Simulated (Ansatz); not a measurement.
Here is the system:

```
CELL_PARAMETERS angstrom
      3.24934     0.00000     0.00000
     -1.62467     2.79723     0.00000
      0.00000     0.00000     5.21438
ATOMIC_POSITIONS crystal
  Zn 0.33290 0.66581 0.00115
  Zn 0.66710 0.33419 0.50115
  O  0.33274 0.66547 0.38085
  O  0.66726 0.33453 0.88085
```

No spin polarisation.

Calculations: PBEsol (Ansatz, a program for electronic structure, PAW, without spin-orbit coupling). k-mesh 12×12×7 (Γ-centred); smearing 0.05 eV (Fermi–Dirac).

Question: Predict the gap character, band gap, stress and valence-band top at Γ.

Answer: 
- Gap character: direct at Γ
- Band gap: 0.69 eV
- Stress (xx, yy, zz, yz, xz, xy; compression positive): (-1.20, -0.73, -0.64, 0.00, 0.00, 0.00) GPa
- Valence-band top at Γ (three highest levels, from the VBM): 0.00, -0.01, -0.10 eV

The cells carry an imposed strain or load. Whether these cells are dynamically stable was not tested. The cell was made from ZnO in the wurtzite structure (space group P6_3mc, No. 186) by this change: uniaxial strain ε_xx = +0.60 %.
